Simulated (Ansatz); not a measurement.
## Ge well of 8 atomic layers along [001] in random Si0.3Ge0.7, interfaces sharp

Prepared with Tersoff's 1989 multicomponent potential (SiCGe.tersoff) run with LAMMPS: minimisation. Geometry as solved with PBE, support functions at accuracy medium on the grid of 370 eV run with Ansatz (an electronic-structure program).

```xyz
576
Lattice="17.02 0.00 0.00 0.00 17.02 0.00 0.00 0.00 45.68" Properties=species:S:1:pos:R:3 pbc="T T T"
Si     0.06    -0.01    -0.02
Ge     1.42     1.41     1.45
Ge     2.87     2.85     0.02
Si     4.29     4.24     1.42
Si     2.89     0.04     2.84
Si     4.27     1.38     4.24
Si     0.02     2.84     2.86
Si     1.42     4.21     4.21
Ge     0.04     0.01     5.67
Ge     1.43     1.46     7.14
Ge     2.85     2.83     5.62
Ge     4.25     4.27     7.10
Ge     2.89     0.04     8.56
Si     4.28     1.42     9.99
Si     0.02     2.85     8.57
Si     1.44     4.24     9.90
Ge    -0.01     0.08    11.39
Si     1.40     1.49    12.80
Ge     2.84     2.85    11.35
Si     4.24     4.24    12.78
Ge     2.83     0.08    14.19
Si     4.24     1.45    15.62
Si     0.02     2.83    14.20
Si     1.38     4.22    15.60
Ge    -0.02     0.01    17.06
Ge     1.42     1.42    18.50
Ge     2.81     2.84    17.02
Ge     4.25     4.25    18.50
Ge     2.83     0.01    19.97
Ge     4.25     1.42    21.42
Ge     0.00     2.85    19.95
Ge     1.42     4.25    21.42
Ge     0.00     0.00    22.86
Ge     1.41     1.41    24.33
Ge     2.84     2.83    22.88
Ge     4.27     4.25    24.33
Ge     2.83     0.00    25.80
Ge     4.24     1.43    27.26
Ge    -0.01     2.83    25.79
Ge     1.44     4.23    27.25
Ge    -0.02    -0.01    28.69
Ge     1.47     1.41    30.10
Si     2.84     2.83    28.66
Ge     4.25     4.24    30.07
Si     2.87     0.02    31.55
Si     4.25     1.39    32.91
Ge     0.00     2.83    31.52
Ge     1.44     4.26    32.94
Ge     0.00    -0.05    34.40
Ge     1.44     1.40    35.81
Ge     2.87     2.80    34.34
Ge     4.32     4.25    35.76
Si     2.84    -0.01    37.20
Ge     4.30     1.39    38.56
Si     0.01     2.81    37.18
Ge     1.39     4.24    38.56
Si     0.02    -0.02    39.98
Ge     1.43     1.35    41.41
Ge     2.85     2.82    39.99
Ge     4.24     4.28    41.43
Si     2.82    -0.04    42.86
Ge     4.26     1.36    44.26
Ge     0.00     2.84    42.81
Ge     1.46     4.27    44.22
Ge     0.03     5.69    -0.01
Ge     1.46     7.13     1.40
Si     2.86     8.51    -0.01
Ge     4.25     9.94     1.37
Ge     2.85     5.62     2.82
Ge     4.27     7.07     4.25
Ge     0.01     8.56     2.83
Si     1.42     9.93     4.25
Ge     0.06     5.64     5.67
Si     1.44     7.04     7.10
Ge     2.80     8.49     5.67
Ge     4.28     9.94     7.05
Si     2.79     5.64     8.49
Ge     4.22     7.03     9.89
Ge     0.01     8.45     8.49
Ge     1.42     9.91     9.93
Ge     0.04     5.63    11.34
Ge     1.40     7.10    12.81
Ge     2.85     8.49    11.35
Ge     4.27     9.96    12.74
Ge     2.81     5.61    14.21
Ge     4.25     7.06    15.64
Si    -0.04     8.47    14.23
Ge     1.37     9.90    15.61
Ge     0.00     5.66    17.00
Ge     1.40     7.07    18.50
Ge     2.83     8.50    17.07
Ge     4.25     9.93    18.52
Ge     2.83     5.67    19.96
Ge     4.26     7.09    21.41
Ge    -0.01     8.50    19.95
Ge     1.41     9.92    21.41
Ge     0.00     5.67    22.87
Ge     1.42     7.08    24.33
Ge     2.83     8.50    22.87
Ge     4.26     9.93    24.31
Ge     2.84     5.66    25.79
Ge     4.28     7.09    27.22
Ge     0.00     8.51    25.78
Ge     1.43     9.94    27.22
Ge    -0.01     5.67    28.66
Ge     1.43     7.10    30.09
Ge     2.87     8.52    28.65
Ge     4.33     9.93    30.10
Ge     2.87     5.69    31.52
Ge     4.32     7.13    32.97
Ge     0.01     8.52    31.52
Ge     1.47     9.92    32.97
Ge     0.03     5.71    34.39
Si     1.47     7.14    35.75
Si     2.88     8.52    34.39
Si     4.23     9.94    35.74
Ge     2.85     5.71    37.17
Si     4.20     7.15    38.60
Ge     0.06     8.53    37.19
Si     1.44     9.95    38.62
Ge    -0.02     5.65    40.04
Ge     1.48     7.10    41.41
Si     2.82     8.54    39.97
Ge     4.20     9.94    41.42
Si     2.86     5.69    42.83
Ge     4.24     7.05    44.29
Ge     0.03     8.53    42.82
Ge     1.48     9.94    44.27
Ge     0.03    11.34     0.05
Si     1.45    12.77     1.43
Ge     2.83    14.17    -0.03
Ge     4.27    15.63     1.41
Ge     2.84    11.36     2.86
Si     4.28    12.73     4.27
Ge     0.06    14.19     2.80
Ge     1.50    15.63     4.23
Ge     0.02    11.34     5.64
Ge     1.44    12.78     7.08
Ge     2.91    14.17     5.66
Ge     4.31    15.63     7.10
Ge     2.86    11.35     8.51
Ge     4.30    12.80     9.94
Ge     0.00    14.21     8.52
Ge     1.42    15.64     9.96
Ge     0.01    11.34    11.40
Si     1.41    12.77    12.78
Ge     2.82    14.18    11.39
Ge     4.27    15.65    12.75
Ge     2.80    11.35    14.18
Ge     4.24    12.76    15.63
Ge    -0.02    14.14    14.20
Ge     1.41    15.61    15.62
Ge    -0.04    11.37    17.04
Ge     1.40    12.76    18.50
Ge     2.84    14.19    17.08
Ge     4.25    15.62    18.52
Ge     2.83    11.35    19.96
Ge     4.25    12.77    21.41
Ge    -0.01    14.18    19.97
Ge     1.42    15.60    21.42
Ge     0.00    11.34    22.87
Ge     1.42    12.77    24.33
Ge     2.84    14.19    22.88
Ge     4.26    15.60    24.35
Ge     2.85    11.35    25.77
Ge     4.28    12.74    27.26
Ge     0.00    14.19    25.78
Ge     1.41    15.59    27.24
Ge     0.02    11.36    28.68
Si     1.43    12.75    30.09
Ge     2.84    14.16    28.71
Ge     4.26    15.60    30.17
Ge     2.88    11.38    31.51
Si     4.29    12.78    32.92
Ge     0.01    14.19    31.45
Ge     1.44    15.61    32.90
Ge     0.04    11.38    34.38
Si     1.41    12.79    35.79
Ge     2.84    14.14    34.34
Ge     4.22    15.61    35.78
Ge     2.84    11.36    37.18
Si     4.28    12.76    38.57
Si    -0.01    14.17    37.15
Ge     1.40    15.60    38.55
Si     0.03    11.36    39.95
Ge     1.44    12.72    41.43
Ge     2.86    14.15    39.96
Ge     4.25    15.62    41.41
Si     2.87    11.36    42.87
Si     4.26    12.74    44.25
Ge     0.03    14.21    42.84
Si     1.43    15.63    44.26
Si     5.71     0.02     0.02
Si     7.07     1.42     1.39
Ge     8.52     2.82     0.01
Si     9.93     4.28     1.38
Ge     8.46     0.02     2.81
Ge     9.89     1.45     4.27
Ge     5.69     2.82     2.84
Si     7.12     4.21     4.27
Si     5.65     0.03     5.65
Ge     7.09     1.41     7.06
Si     8.48     2.84     5.67
Ge     9.91     4.21     7.10
Si     8.52     0.00     8.44
Ge     9.92     1.42     9.86
Ge     5.67     2.82     8.56
Si     7.07     4.26     9.93
Si     5.67     0.02    11.32
Ge     7.06     1.42    12.75
Ge     8.49     2.86    11.31
Ge     9.94     4.25    12.79
Ge     8.53     0.04    14.21
Si     9.94     1.43    15.63
Ge     5.65     2.86    14.22
Si     7.10     4.24    15.63
Ge     5.63     0.04    17.04
Ge     7.08     1.42    18.50
Ge     8.51     2.83    17.02
Ge     9.93     4.26    18.48
Ge     8.51     0.00    19.95
Ge     9.92     1.42    21.41
Ge     5.67     2.84    19.96
Ge     7.09     4.25    21.42
Ge     5.67     0.00    22.88
Ge     7.08     1.42    24.34
Ge     8.51     2.83    22.88
Ge     9.94     4.26    24.32
Ge     8.50     0.01    25.79
Ge     9.90     1.45    27.25
Ge     5.68     2.84    25.81
Ge     7.13     4.24    27.26
Ge     5.69    -0.01    28.69
Ge     7.14     1.44    30.09
Si     8.53     2.87    28.69
Si     9.86     4.25    30.10
Ge     8.54     0.00    31.56
Si     9.93     1.41    32.99
Ge     5.66     2.81    31.53
Ge     7.12     4.26    32.93
Ge     5.66     0.00    34.33
Ge     7.13     1.42    35.75
Si     8.53     2.82    34.32
Ge     9.89     4.23    35.75
Si     8.52    -0.04    37.14
Ge     9.94     1.33    38.57
Si     5.70     2.82    37.15
Ge     7.08     4.25    38.54
Si     5.68    -0.01    40.00
Ge     7.09     1.37    41.42
Ge     8.51     2.81    39.99
Ge     9.94     4.22    41.46
Si     8.53     0.03    42.85
Si     9.89     1.43    44.22
Ge     5.67     2.83    42.84
Ge     7.06     4.28    44.30
Si     5.63     5.64     0.04
Ge     7.07     7.05     1.39
Ge     8.53     8.50    -0.02
Ge     9.92     9.94     1.47
Ge     8.50     5.61     2.83
Ge     9.88     7.13     4.25
Ge     5.69     8.53     2.83
Ge     7.12     9.96     4.30
Ge     5.74     5.66     5.67
Si     7.13     7.09     7.07
Si     8.48     8.50     5.70
Ge     9.91     9.88     7.10
Ge     8.47     5.67     8.52
Ge     9.95     7.10     9.92
Ge     5.70     8.47     8.47
Ge     7.07     9.93     9.96
Ge     5.66     5.61    11.36
Ge     7.09     7.07    12.79
Ge     8.54     8.52    11.39
Si     9.94     9.92    12.79
Ge     8.52     5.67    14.26
Si     9.95     7.09    15.62
Ge     5.66     8.51    14.20
Ge     7.12     9.91    15.64
Ge     5.71     5.64    17.05
Ge     7.11     7.08    18.51
Ge     8.55     8.47    17.06
Ge     9.95     9.92    18.51
Ge     8.52     5.66    19.97
Ge     9.94     7.09    21.41
Ge     5.68     8.50    19.96
Ge     7.10     9.92    21.41
Ge     5.68     5.67    22.87
Ge     7.10     7.09    24.33
Ge     8.52     8.51    22.88
Ge     9.93     9.93    24.34
Ge     8.52     5.67    25.78
Ge     9.92     7.09    27.25
Ge     5.68     8.52    25.77
Ge     7.07     9.94    27.26
Ge     5.71     5.70    28.69
Si     7.09     7.09    30.15
Ge     8.48     8.50    28.71
Ge     9.94     9.97    30.09
Si     8.49     5.66    31.45
Ge     9.88     7.07    32.86
Si     5.74     8.51    31.53
Si     7.07     9.93    32.90
Si     5.70     5.66    34.34
Ge     7.07     7.06    35.76
Ge     8.46     8.52    34.30
Ge     9.91     9.94    35.73
Si     8.49     5.66    37.15
Ge     9.86     7.08    38.58
Ge     5.62     8.53    37.17
Ge     7.09     9.94    38.60
Ge     5.64     5.72    39.97
Ge     7.11     7.13    41.40
Si     8.51     8.53    39.99
Ge     9.94     9.91    41.40
Ge     8.52     5.71    42.87
Si     9.97     7.10    44.25
Ge     5.66     8.51    42.84
Ge     7.06     9.96    44.27
Si     5.64    11.37    -0.03
Ge     7.08    12.71     1.41
Ge     8.52    14.15    -0.02
Ge     9.92    15.59     1.42
Si     8.51    11.36     2.87
Si     9.89    12.77     4.23
Ge     5.65    14.15     2.86
Ge     7.05    15.63     4.27
Si     5.66    11.38     5.66
Ge     7.06    12.78     7.09
Ge     8.53    14.20     5.67
Si     9.91    15.62     7.10
Ge     8.51    11.36     8.54
Si     9.92    12.77     9.94
Si     5.69    14.22     8.51
Ge     7.09    15.65     9.89
Si     5.67    11.36    11.34
Ge     7.08    12.74    12.74
Ge     8.51    14.18    11.32
Ge     9.93    15.60    12.78
Ge     8.54    11.33    14.18
Ge     9.95    12.77    15.64
Ge     5.68    14.20    14.19
Ge     7.09    15.62    15.64
Ge     5.68    11.34    17.07
Ge     7.09    12.77    18.53
Ge     8.51    14.18    17.08
Ge     9.94    15.61    18.51
Ge     8.52    11.34    19.96
Ge     9.93    12.77    21.42
Ge     5.67    14.20    19.97
Ge     7.10    15.61    21.42
Ge     5.68    11.35    22.86
Ge     7.09    12.76    24.33
Ge     8.51    14.19    22.88
Ge     9.93    15.61    24.34
Ge     8.51    11.35    25.80
Ge     9.92    12.77    27.28
Ge     5.68    14.17    25.80
Ge     7.12    15.57    27.25
Si     5.69    11.35    28.67
Ge     7.06    12.79    30.08
Si     8.50    14.17    28.69
Ge     9.92    15.56    30.11
Ge     8.50    11.38    31.56
Si     9.90    12.81    32.95
Si     5.66    14.16    31.55
Ge     7.10    15.54    32.95
Ge     5.67    11.34    34.33
Si     7.11    12.78    35.71
Si     8.54    14.17    34.38
Si     9.91    15.60    35.76
Ge     8.49    11.39    37.14
Ge     9.96    12.79    38.59
Ge     5.68    14.15    37.15
Ge     7.09    15.62    38.57
Ge     5.67    11.39    40.02
Si     7.09    12.79    41.43
Ge     8.49    14.19    40.03
Ge     9.93    15.65    41.44
Ge     8.50    11.38    42.82
Si     9.92    12.76    44.24
Ge     5.67    14.17    42.85
Ge     7.11    15.65    44.26
Ge    11.30     0.02    -0.05
Ge    12.74     1.42     1.42
Ge    14.19     2.83     0.01
Ge    15.64     4.24     1.44
Ge    14.17    -0.02     2.85
Ge    15.62     1.44     4.25
Ge    11.32     2.88     2.82
Ge    12.76     4.27     4.28
Ge    11.35     0.00     5.71
Si    12.74     1.44     7.13
Ge    14.17     2.81     5.72
Ge    15.64     4.23     7.14
Ge    14.20     0.07     8.52
Si    15.64     1.47     9.92
Si    11.37     2.83     8.50
Si    12.74     4.20     9.92
Ge    11.33     0.02    11.35
Ge    12.79     1.39    12.80
Ge    14.19     2.83    11.32
Ge    15.63     4.23    12.80
Si    14.17    -0.01    14.24
Ge    15.60     1.43    15.59
Ge    11.37     2.84    14.25
Si    12.77     4.28    15.63
Ge    11.35     0.01    17.02
Ge    12.76     1.43    18.49
Ge    14.17     2.87    17.03
Ge    15.61     4.27    18.49
Ge    14.18     0.00    19.95
Ge    15.60     1.42    21.41
Ge    11.34     2.84    19.95
Ge    12.77     4.26    21.40
Ge    11.34     0.00    22.86
Ge    12.76     1.42    24.32
Ge    14.18     2.84    22.87
Ge    15.60     4.26    24.33
Ge    14.18     0.01    25.77
Ge    15.58     1.44    27.26
Ge    11.34     2.83    25.78
Ge    12.77     4.23    27.25
Ge    11.33    -0.01    28.65
Ge    12.76     1.44    30.06
Si    14.17     2.84    28.66
Ge    15.56     4.24    30.08
Ge    14.17    -0.03    31.49
Ge    15.60     1.37    32.94
Ge    11.27     2.83    31.51
Ge    12.76     4.27    32.89
Si    11.29     0.01    34.38
Si    12.74     1.36    35.72
Ge    14.15     2.80    34.35
Ge    15.63     4.21    35.79
Ge    14.16    -0.03    37.15
Ge    15.63     1.40    38.59
Ge    11.36     2.78    37.14
Ge    12.76     4.24    38.59
Si    11.37    -0.04    39.99
Ge    12.71     1.41    41.43
Ge    14.20     2.84    40.04
Si    15.60     4.24    41.44
Ge    14.19    -0.01    42.83
Ge    15.64     1.39    44.27
Si    11.30     2.79    42.87
Ge    12.70     4.23    44.26
Si    11.28     5.67    -0.02
Ge    12.70     7.08     1.41
Ge    14.18     8.53     0.02
Si    15.60     9.93     1.41
Ge    14.18     5.67     2.83
Ge    15.63     7.09     4.26
Si    11.31     8.50     2.83
Ge    12.73     9.90     4.20
Ge    11.30     5.69     5.69
Ge    12.73     7.10     7.13
Ge    14.16     8.50     5.67
Ge    15.61     9.92     7.08
Ge    14.15     5.63     8.55
Ge    15.59     7.07     9.96
Si    11.33     8.51     8.52
Ge    12.72     9.90     9.93
Ge    11.40     5.66    11.35
Si    12.77     7.07    12.79
Ge    14.16     8.49    11.41
Ge    15.59     9.92    12.86
Ge    14.18     5.69    14.23
Si    15.61     7.10    15.61
Ge    11.36     8.50    14.19
Si    12.80     9.92    15.60
Ge    11.35     5.68    17.02
Ge    12.77     7.10    18.48
Ge    14.20     8.51    17.01
Ge    15.59     9.93    18.50
Ge    14.19     5.68    19.95
Ge    15.60     7.10    21.42
Ge    11.36     8.50    19.96
Ge    12.77     9.93    21.42
Ge    11.35     5.68    22.87
Ge    12.76     7.10    24.34
Ge    14.18     8.51    22.88
Ge    15.60     9.93    24.34
Ge    14.17     5.68    25.79
Ge    15.58     7.12    27.24
Ge    11.34     8.52    25.81
Ge    12.76     9.94    27.29
Ge    11.32     5.64    28.71
Ge    12.81     7.09    30.10
Si    14.18     8.51    28.66
Ge    15.58     9.92    30.07
Si    14.19     5.66    31.50
Ge    15.58     7.07    32.91
Ge    11.37     8.54    31.52
Si    12.75     9.96    32.94
Ge    11.31     5.68    34.32
Ge    12.75     7.10    35.75
Ge    14.16     8.54    34.32
Ge    15.61     9.94    35.77
Ge    14.19     5.68    37.17
Ge    15.59     7.12    38.62
Ge    11.33     8.52    37.18
Ge    12.77     9.94    38.64
Ge    11.33     5.68    40.01
Ge    12.76     7.14    41.42
Si    14.18     8.53    40.01
Ge    15.63     9.94    41.34
Ge    14.17     5.65    42.82
Ge    15.60     7.10    44.24
Si    11.33     8.49    42.85
Ge    12.73     9.93    44.24
Ge    11.32    11.40     0.00
Si    12.75    12.78     1.42
Ge    14.17    14.17     0.03
Ge    15.64    15.62     1.39
Ge    14.17    11.34     2.77
Ge    15.60    12.77     4.22
Ge    11.36    14.17     2.87
Si    12.75    15.61     4.27
Ge    11.28    11.34     5.62
Ge    12.72    12.76     7.07
Ge    14.15    14.21     5.65
Ge    15.59    15.63     7.08
Ge    14.16    11.34     8.52
Ge    15.60    12.76     9.95
Ge    11.29    14.20     8.51
Ge    12.77    15.62     9.93
Ge    11.30    11.35    11.37
Ge    12.79    12.73    12.82
Ge    14.18    14.19    11.38
Ge    15.58    15.64    12.82
Si    14.18    11.33    14.27
Si    15.56    12.75    15.61
Ge    11.40    14.22    14.24
Si    12.80    15.65    15.62
Ge    11.39    11.30    17.04
Ge    12.78    12.77    18.49
Ge    14.18    14.20    17.01
Ge    15.59    15.60    18.50
Ge    14.18    11.35    19.96
Ge    15.60    12.77    21.43
Ge    11.35    14.18    19.95
Ge    12.77    15.60    21.41
Ge    11.35    11.34    22.88
Ge    12.76    12.76    24.34
Ge    14.18    14.18    22.88
Ge    15.60    15.61    24.32
Ge    14.18    11.34    25.80
Ge    15.60    12.78    27.24
Ge    11.33    14.18    25.79
Ge    12.76    15.61    27.21
Si    11.34    11.37    28.67
Ge    12.70    12.78    30.11
Ge    14.17    14.20    28.69
Si    15.59    15.60    30.08
Ge    14.15    11.33    31.52
Ge    15.60    12.78    32.92
Si    11.29    14.16    31.55
Ge    12.68    15.61    32.94
Ge    11.34    11.39    34.31
Ge    12.74    12.82    35.81
Ge    14.18    14.22    34.36
Si    15.61    15.56    35.80
Ge    14.21    11.38    37.22
Si    15.69    12.77    38.57
Si    11.32    14.26    37.18
Si    12.73    15.60    38.57
Si    11.34    11.34    40.00
Ge    12.75    12.75    41.37
Ge    14.19    14.17    39.91
Ge    15.62    15.61    41.36
Ge    14.19    11.34    42.81
Ge    15.62    12.76    44.27
Ge    11.32    14.16    42.84
Ge    12.76    15.59    44.26
```
